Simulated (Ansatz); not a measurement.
SiC: pressure series

Start from SiC (space group P6_3mc, No. 186; a = 3.094 Å, c = 10.129 Å).

Cell and atoms are relaxed at each pressure.

Level of theory: Ansatz (a program for electronic structure) PBE, no spin-orbit coupling, earlier PAW set.

| pressure (GPa) | volume per atom (Å³/atom) |
|---|---|
| -2 | 10.598 |
| -1 | 10.547 |
| 0 | 10.498 |
| 1.8 | 10.411 |
| 4.2 | 10.301 |
| 9 | 10.095 |
| 18 | ? |
| 30 | 9.377 |
| 45 | 8.982 |

Problem. Fit the third-order Birch–Murnaghan form P(V) = (3B₀/2)[(V₀/V)^(7/3) − (V₀/V)^(5/3)]·[1 + (3/4)(B₀′ − 4)((V₀/V)^(2/3) − 1)] (squares taken in P) to the rows shown and predict the withheld row.

Solution. Least squares on the printed values gives V₀ = 10.498 Å³/atom, B₀ = 214 GPa, B₀′ = 3.9; this predicts 9.757 Å³/atom, and the run gives 9.758 Å³/atom, in agreement.

Load acts through the strain it causes; cell and atoms are relaxed under it. Whether these cells are dynamically stable was not tested. Competing high-pressure phases were not computed.
